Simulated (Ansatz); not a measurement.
ZnS (F-43m), r2SCAN with spin-orbit coupling, rigid bands (Ansatz, a program for electronic structure): N_v = 5.16e19 cm⁻³ at 300 K and a hole conductivity mass of 0.849 mₑ.

Task: For 1e17 holes per cm³ at 300 K, place the Fermi level, estimate the Seebeck coefficient of a parabolic band with constant τ, and give mobility and conductivity for τ = 10 fs.

Result: The level lies k_BT ln(N_v/p) = 0.161 eV above the valence-band maximum. S ≈ +(k_B/e)[ln(N_v/p) + 5/2] = 754 μV/K, against 780 μV/K from the full bands (mean over directions). μ = eτ/m = 20.7 cm²/(V·s) and σ = peμ = 0.332 S/cm. τ is assumed, not computed.

Band transport and this doping are assumed; polarons and phonon drag are left out. Geometry: cell and atoms relaxed with PBEsol.
